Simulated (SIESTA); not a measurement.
## Input and output of a self-consistent single point for Li (Im-3m, 1 atom in the cell) (SIESTA)

Computed with GGA PBE, numerical atomic orbitals TZP, PseudoDojo PBE standard norm-conserving potentials (rewritten from UPF to PSML) (SIESTA).

Input:

```
# files in the folder: Li.psml (PseudoDojo PBE standard)
SystemName  Li
SystemLabel siesta

NumberOfAtoms                1
NumberOfSpecies              1
%block ChemicalSpeciesLabel
  1 3 Li
%endblock ChemicalSpeciesLabel
LatticeConstant              1.0 Ang
%block LatticeVectors
    -1.680963000    1.680963000    1.680963000
     1.680963000   -1.680963000    1.680963000
     1.680963000    1.680963000   -1.680963000
%endblock LatticeVectors
AtomicCoordinatesFormat      ScaledCartesian
%block AtomicCoordinatesAndAtomicSpecies
     0.000000000    0.000000000    0.000000000  1
%endblock AtomicCoordinatesAndAtomicSpecies

XC.functional                GGA
XC.authors                   PBE
PAO.BasisSize                TZP
PAO.EnergyShift              0.005 Ry
PAO.Polarization.NonPerturbative true
MeshCutoff                   350 Ry
%block kgrid.MonkhorstPack
   11   0   0  0.0
    0  11   0  0.0
    0   0  11  0.0
%endblock kgrid.MonkhorstPack
OccupationFunction           MP
OccupationMPOrder            0
ElectronicTemperature        0.136 eV

MaxSCFIterations             150
SCF.Mixer.Method             Pulay
SCF.Mixer.Weight             0.2
SCF.Mixer.History            6
SCF.DM.Tolerance             1.0E-04
Diag.ParallelOverK           true
WriteForces                  true
```

The program printed (abridged):

```
reinit: Reading from file input.fdf

reinit: System Name: Li
reinit: System Label: siesta

coor:   Atomic-coordinates input format  =     Cartesian coordinates
coor:                                          (in units of alat)

siesta: Atomic coordinates (Bohr) and species
siesta:      0.00000   0.00000   0.00000  1        1

siesta: System type = bulk

initatomlists: Number of atoms, orbitals, and projectors:      1     7     8

siesta: ******************** Simulation parameters ****************************
redata: Spin configuration                          = none
redata: Time-Reversal Symmetry                      = T
redata: Number of Atomic Species                    =        1
redata: Mesh Cutoff                                 =   350.0000 Ry
redata: Net charge of the system                    =     0.0000 |e|
redata: Min. number of SCF Iter                     =        0
redata: Max. number of SCF Iter                     =      150
redata: SCF convergence failure will abort job
redata: SCF mix quantity                            = Hamiltonian
redata: Mix DM or H after convergence               =   F
redata: Recompute H after scf cycle                 =   F
redata: Mix DM in first SCF step                    =   T
redata: No kicks to SCF
redata: DM Mixing Weight for Kicks                  =     0.5000
redata: Require Harris convergence for SCF          =   F
redata: Harris energy tolerance for SCF             =     0.000100 eV
redata: Require DM convergence for SCF              =   T
redata: DM tolerance for SCF                        =     0.000100
redata: Require EDM convergence for SCF             =   F
redata: EDM tolerance for SCF                       =     0.001000 eV
redata: Require H convergence for SCF               =   T
redata: Hamiltonian tolerance for SCF               =     0.001000 eV
redata: Require (free) Energy convergence for SCF   =   F
redata: (free) Energy tolerance for SCF             =     0.000100 eV
redata: Using DFT-D3 dispersion                     =   F
redata: Using Saved Data (generic)                  =   F
redata: Method of Calculation                       = Diagonalization
redata: Electronic Temperature                      =  1578.2145 K
redata: Number of TDED substeps                     =        3
redata: Dynamics option                             = Single-point calculation
redata: Save all siesta data in one NC              =   F
redata: ***********************************************************************

%block SCF.Mixers
  Pulay
%endblock SCF.Mixers

%block SCF.Mixer.Pulay
  # Mixing method
  method pulay
  variant stable

  # Mixing options
  weight 0.2000
  weight.linear 0.2000
  history 6
%endblock SCF.Mixer.Pulay

DM_history_depth set to one: no extrapolation allowed by default for geometry relaxation
Size of DM history Fstack: 1
Total number of electrons:     3.000000
Total ionic charge:     3.000000

* ProcessorY, Blocksize:    1   8

* Orbital distribution balance (max,min):     7     7

 Kpoints in:          726 . Kpoints trimmed:          666

siesta: k-grid: Number of k-points = 666
siesta: k-points from Monkhorst-Pack grid
siesta: k-cutoff (effective) =    16.013 Ang
siesta: k-point supercell and displacements
siesta: k-grid:    11     0     0      0.000
siesta: k-grid:     0    11     0      0.000
siesta: k-grid:     0     0    11      0.000

diag: Algorithm                                     = D&C
diag: Parallel over k                               =   F
diag: Use parallel 2D distribution                  =   F
diag: Parallel block-size                           = 8
diag: Parallel distribution                         =     1 x     1
diag: Used triangular part                          = Lower
diag: Absolute tolerance                            =  0.100E-15
diag: Orthogonalization factor                      =  0.100E-05
diag: Memory factor                                 =  1.0000

superc: Internal auxiliary supercell:     9 x     9 x     9  =     729
superc: Number of atoms, orbitals, and projectors:    729   5103   5832

                        Single-point calculation

superc: Internal auxiliary supercell:     9 x     9 x     9  =     729
superc: Number of atoms, orbitals, and projectors:    729   5103   5832

outcell: Unit cell vectors (Ang):
       -1.680963    1.680963    1.680963
        1.680963   -1.680963    1.680963
        1.680963    1.680963   -1.680963

outcell: Cell vector modules (Ang)   :    2.911513    2.911513    2.911513
outcell: Cell angles (23,13,12) (deg):    109.4712    109.4712    109.4712
outcell: Cell volume (Ang**3)        :     18.9992
new_DM -- step:     1
Initializing Density Matrix...

Attempting to read DM from file... Failed...
DM filled with atomic data:

InitMesh: MESH = 30 x 30 x 30 = 27000
InitMesh: Mesh cutoff (required, used) =   350.000   440.147 Ry

stepf: Methfessel-Paxton step function
       Using Hermite-Gauss polynomials of order  0

        iscf     Eharris(eV)        E_KS(eV)     FreeEng(eV)     dDmax    Ef(eV) dHmax(eV)
   scf:    1     -193.190581     -195.935840     -195.939956  0.741348 -6.903725  0.287637
   scf:    2     -195.935943     -195.935892     -195.940003  0.004316 -6.907526  0.225762
   scf:    3     -195.936071     -195.935984     -195.940076  0.016418 -6.921643  0.001416
   scf:    4     -195.935984     -195.935984     -195.940076  0.000256 -6.922177  0.000167
   scf:    5     -195.935984     -195.935984     -195.940076  0.000020 -6.922174  0.000114

SCF Convergence by DM+H criterion
max |DM_out - DM_in|         :     0.0000195971
max |H_out - H_in|      (eV) :     0.0001144093
SCF cycle converged after 5 iterations

Using DM_out to compute the final energy and forces

siesta: E_KS(eV) =             -195.9360

siesta: E_KS - E_eggbox =      -195.9360

siesta: Atomic forces (eV/Ang):
     1   -0.000000   -0.000000   -0.000000
   Tot   -0.000000   -0.000000   -0.000000
   Max    0.000000
   Res    0.000000    sqrt( Sum f_i^2 / 3N )
   Max    0.000000    constrained

Stress tensor Voigt[x,y,z,yz,xz,xy] (kbar):      -15.56      -15.56      -15.56        0.13        0.13        0.13
(Free)E + p*V (eV/cell)     -195.7555
Target enthalpy (eV/cell)     -195.9401

siesta: Program's energy decomposition (eV):
siesta: Ebs     =      -115.157004
siesta: Eions   =       179.770951
siesta: Ena     =        13.314136
siesta: Ekin    =       142.412732
siesta: Enl     =      -126.683563
siesta: Eso     =         0.000000
siesta: Edftu   =         0.000000
siesta: DEna    =         0.339110
siesta: DUscf   =         0.002444
siesta: DUext   =         0.000000
siesta: Ex      =       -43.024812
siesta: Ec      =        -2.525080
siesta: Exc     =       -45.549892
siesta: Eharris =      -195.935984
siesta: Etot    =      -195.935984
siesta: FreeEng =      -195.940076

siesta: Stress tensor (static) (eV/Ang**3):
siesta:    -0.009714    0.000083    0.000083
siesta:     0.000083   -0.009714    0.000083
siesta:     0.000083    0.000083   -0.009714

siesta: Cell volume =         18.999162 Ang**3

siesta: Pressure (static):
siesta:                Solid            Molecule  Units
siesta:           0.00010580          0.00010580  Ry/Bohr**3
siesta:           0.00971419          0.00971419  eV/Ang**3
siesta:          15.56384120         15.56384120  kBar
```

The run converged in 5 iterations.

The starting cell comes from a database of computed structures (which also holds hypothetical and non-ambient phases and stackings), without a prior relaxation at this level. Its lattice was rescaled by a random factor within 2.5 % of one. Values carry the incompleteness of an atom-centred basis.
